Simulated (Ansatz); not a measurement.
# Habitual settings against a tight run: ScCo2 (Fd-3m, 6 atoms in the cell)

Self-consistent single point.

```yaml
crystal:
  lattice:
    - [0.00000, 3.48798, 3.48798]
    - [3.48798, 0.00000, 3.48798]
    - [3.48798, 3.48798, 0.00000]
  atoms:
    - { symbol: Sc, position: [0.50000, 0.50000, 0.50000], spin: 1.0 }
    - { symbol: Sc, position: [0.75000, 0.75000, 0.75000], spin: 1.0 }
    - { symbol: Co, position: [0.12500, 0.62500, 0.12500], spin: 3.0 }
    - { symbol: Co, position: [0.12500, 0.12500, 0.12500], spin: 3.0 }
    - { symbol: Co, position: [0.62500, 0.12500, 0.12500], spin: 3.0 }
    - { symbol: Co, position: [0.12500, 0.12500, 0.62500], spin: 3.0 }
```
(The spins are starting values, not results.)

Computed with LDA (PW92), default PAW files made with PBE (plane waves; Ansatz, a program for electronic structure).

Base settings: basis.ecutwfc = 420 eV; kpoints.mp_grid.grid = 8 8 8; hamiltonian.xc = lda; hamiltonian.pseudopotentials = {kind: paw} (the program's default PAW files); magnetization.spin_polarized = true; scf.occupations.method = cold; scf.occupations.width = 0.2 eV.

Tight run (finer mesh or higher cutoff; not a proven limit): basis.ecutwfc: 420 eV → 590 eV; kpoints.mp_grid.grid: 8 8 8 → 11 11 11; scf.convergence.dr2_threshold: default (1e-07 eV) → 1e-09 eV. It gave Fermi level (on the code's own zero) 14.61 eV; pressure -16.99 GPa; size of the cell's spin moment 3.47 μB.

Quick runs, as changes from the base:
- A: the base itself
- B: basis.ecutwfc: 420 eV → 210 eV; kpoints.mp_grid.grid: 8 8 8 → 4 4 4; hamiltonian.xc: lda → pbesol; scf.occupations.method: cold → methfessel_paxton; scf.occupations.width: 0.2 eV → 0.5 eV; scf.convergence.dr2_threshold: default (1e-07 eV) → 0.0001 eV [PBEsol]
- C: basis.ecutwfc: 420 eV → 335 eV; kpoints.mp_grid.grid: 8 8 8 → 6 6 6

Energies are extrapolated to zero smearing width, which holds to low order in the width alone.

Dashes: energy of B, another energy zero.

† marks runs with another functional, U, potentials or spin treatment: their distance from the tight run is not a convergence error alone.

The count of work is k-points × plane waves × bands × iterations; it is no time. 

Pressures in the table are Ansatz's without its Pulay estimate, at a fixed set of plane waves; the tight run's value above holds the estimate.

The starting cell comes from a database of computed structures (which also holds hypothetical and non-ambient phases and stackings), without a prior relaxation at this level. Its lattice was rescaled by a random factor within 2.5 % of one. The magnetic order is the one reached from the typed start; others were not searched systematically. The program warned that a starting moment was not kept. In the base run, with a pressure of about -17 GPa the cell is away from its equilibrium volume at this level.

```csv
run,energy less tight (meV/atom),pressure less tight (GPa),size of the net moment less tight (μB/atom),count of work / tight
A,1.8,-0.05,0.01,0.30
B†,–,-567.85,0.04,0.023
C,87.5,-10.43,0.01,0.12
```

Among the runs at the tight run's level, the energy misses run from 1.8 to 87.5 meV/atom.

Left out of this page: 1 run of the series outside the window shown, repeating another row's setting, or not comparable; 2 runs of the series unsound by tests on forces, stress, charge or solver warnings.

Keys are those of Ansatz 0.2.
